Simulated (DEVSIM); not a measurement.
System: abrupt GaP p-n junction, at 300 K.

Layer 1 from the left is GaP, thickness (μm) 25.0, Na (cm⁻³) 1.8e16, τn (s) 2e-6, τp (s) 2e-6. Layer 2 from the left is GaP, thickness (μm) 0.530, Nd (cm⁻³) 9.8e16, τn (s) 2e-6, τp (s) 6e-8.

Left contact: ohmic. Right contact: ohmic. Voltage is applied to the left contact. Recombination: SRH at mid-gap, Auger. Mobility is μmin + (μ − μmin)/(1 + (N/Nref)^α).

This is a model device: material constants are rounded textbook-type values typed into the input, and sizes, dopings and lifetimes were drawn at random. Values at 300 K.

GaP: gap (eV) 2.26, affinity (eV) 3.8, permittivity 11.1, Nc (cm⁻³) 1.8e19, Nv (cm⁻³) 1.9e19, μn (cm²/Vs) 250, μp (cm²/Vs) 150, μn,min 10, μp,min 10, Nref,n 4.4e18, Nref,p 1e18, αn 0.8, αp 0.85, Cn (cm⁶/s) 1e-30, Cp (cm⁶/s) 1e-30.

Problem. Estimate by hand the built-in potential, the peak field at zero bias, the capacitance at -1.5 V, and compare with a numerical solution.

Solution. 
- Built-in potential: ni = √(Nc Nv) exp(−Eg/2kT) = 1.92 cm⁻³ with Eg = 2.260 eV; Vbi = kT/q ln(Na Nd/ni²) = 1.945 V; numerical 1.945 V.
- Peak field at zero bias: depletion approximation: W = √(2εVbi/(qN)) = 0.396 μm with N = 1.52e16 cm⁻³; field = 2Vbi/W = 98200 V/cm; numerical 96900 V/cm (estimate above by 1.3 %).
- Capacitance at -1.5 V: C = √(qεN / 2(Vbi + |V|)) = 18.6 nF/cm²; numerical 18.8 nF/cm² (estimate below by 0.75 %).

Model (solved in DEVSIM): 1D drift-diffusion, Boltzmann statistics, complete ionisation; no tunnelling, impact ionisation, image-force lowering or self-heating.
